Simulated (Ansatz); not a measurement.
Base system: Al2O3 in the corundum structure (space group R-3c, No. 167; a = 4.8088 Å, c = 13.1238 Å (hexagonal axes)).

All numbers come from PBE/PAW in Ansatz (a quantum-chemistry and plane-wave program), no SOC.

Strains are applied to the cell and any free atomic positions relax.

One change was made to it. Results:

```json
[
 {"quantity": "pressure (mean of the normal stresses, compression positive)", "base": "0.00 GPa", "after": "-4.93 GPa"},
 {"quantity": "band gap", "base": "5.85 eV", "after": "5.58 eV"}
]
```

**Question.** Which of these changes matches the shifts?
A) isotropic strain +0.75 %
B) isotropic strain +1.50 %
C) isotropic strain +2.25 %

**Answer.** A, isotropic strain +0.75 %. For comparison, the band gap in the other runs: isotropic strain +1.50 % gives 5.31 eV; isotropic strain +2.25 % gives 5.04 eV.

No phonon test of stability was made.
